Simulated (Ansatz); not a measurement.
**W2C (space group P-31m, No. 162; a cell from a computed database, its experimental status unchecked)**

W2C is taken in the trigonal space group P-31m (No. 162), Pearson symbol hP9. Cell: a = b = 5.2006 Å, c = 4.7375 Å, α = β = 90.00°, γ = 120.00°. W on 6k is surrounded by 3 C at 2.088–2.108 Å and 12 W at 2.915–3.009 Å. C1 on 1a has 6 W at 2.088 Å (octahedral). C2 on 2d has 6 W at 2.108 Å (octahedral). (Neighbours: up to the widest gap in distance over summed covalent radii, below 1.35, at either atom; cation-cation and far metal-metal contacts left out.)

Calculations: DFT with PBEsol, PAW potentials and a 420 eV plane-wave cutoff in Ansatz (an electronic-structure program), without spin-orbit coupling. Γ-centred 10×10×10 mesh, Fermi–Dirac width 0.05 eV.

Volume per atom: 12.33 Å³
Density: 17.05 g/cm³
Band gap: zero
Total energy: -6920.016 eV/atom (σ→0; compares only within this code and set-up)

Whether these cells are dynamically stable was not tested. The final runs are not spin-polarised.
